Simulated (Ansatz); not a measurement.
Consider GaP in the zinc blende structure (space group F-43m, No. 216; a = 5.4384 Å).

Computed with PBEsol (Ansatz, a quantum-chemistry and plane-wave program, PAW, without spin-orbit coupling).

Before the change:

Gap character: indirect, Γ → Γ–X (87 % along)

Now apply this change: hole doping at 1.0×10^21 cm⁻³ (0.0402 per cell), with a uniform compensating background at fixed cell and a 300 K Fermi–Dirac width.

Task: What does the calculation give for the Fermi level from band edge and gap character after the change?

Result: The Fermi level relative to the doped band's edge (positive inside the band; to 0.05 eV) is +0.25 eV; the gap character stays indirect, Γ → Γ–X (87 % along).

Carriers are added with a uniform compensating background; total energy and stress of such cells depend on the potential's zero and are not compared; many-body gap narrowing is missing at this level. Stability against distortions was not tested.
